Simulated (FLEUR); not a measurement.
Band structure of TaGa₃ (I4/mmm, 4 atoms in the cell).

```xyz
4
Lattice="-1.8952 1.8952 4.3319 1.8952 -1.8952 4.3319 1.8952 1.8952 -4.3319" Properties=species:S:1:pos:R:3 pbc="T T T"
Ta     0.0000     0.0000     0.0000
Ga     0.0000     0.0000     4.3319
Ga     0.0000     1.8952     2.1659
Ga     1.8952     0.0000     2.1659
```

Method of the run: LDA (Perdew-Zunger), all-electron FLAPW (FLEUR), scalar-relativistic valence run with FLEUR.

Settings: Kmax = 4.2 1/bohr; GmaxXC = 16.8 1/bohr; xcFunctional = pz; jspins = 1; l_soc = F; mode = hist; fermiSmearingEnergy = 0.00367493 Htr; mesh (inpgen div1-3) = 9 9 9; inpgen gamma flag = false; Gmax = 16.8 1/bohr; numbands = 0; maxIterBroyd = 25; imix = Anderson; alpha = 0.05.

The starting cell comes from a database of computed structures (which also holds hypothetical and non-ambient phases and stackings), without a prior relaxation at this level. Spin-orbit coupling is off. Spin polarisation is off. Values depend on the basis (sphere radii, cutoffs, local orbitals), which need not be converged.

Levels in eV from the Fermi level, bands 30 to 37:
| point | 30 | 31 | 32 | 33 | 34 | 35 | 36 | 37 |
|---|---|---|---|---|---|---|---|---|
| Γ | -2.85 | -2.50 | -2.50 | -0.53 | 0.57 | 1.41 | 1.41 | 3.47 |
| X | -4.73 | -3.83 | -3.57 | -2.46 | 1.52 | 1.69 | 1.85 | 2.95 |
| Y | -4.86 | -3.39 | -2.87 | -2.30 | 0.98 | 1.79 | 2.13 | 2.67 |
| S | -2.62 | -2.12 | -1.70 | -0.28 | 0.21 | 1.18 | 1.96 | 2.91 |
| Z | -1.87 | -1.87 | -1.33 | 0.17 | 0.17 | 0.60 | 3.09 | 3.88 |
| S1 | -2.62 | -2.12 | -1.70 | -0.28 | 0.21 | 1.18 | 1.96 | 2.91 |
| N | -4.70 | -2.67 | -1.57 | -0.44 | 1.16 | 2.13 | 2.22 | 2.93 |
| P | -5.56 | -3.06 | -3.06 | -2.35 | 0.52 | 1.53 | 1.69 | 2.62 |
| Y1 | -4.86 | -3.39 | -2.87 | -2.30 | 0.98 | 1.79 | 2.13 | 2.67 |
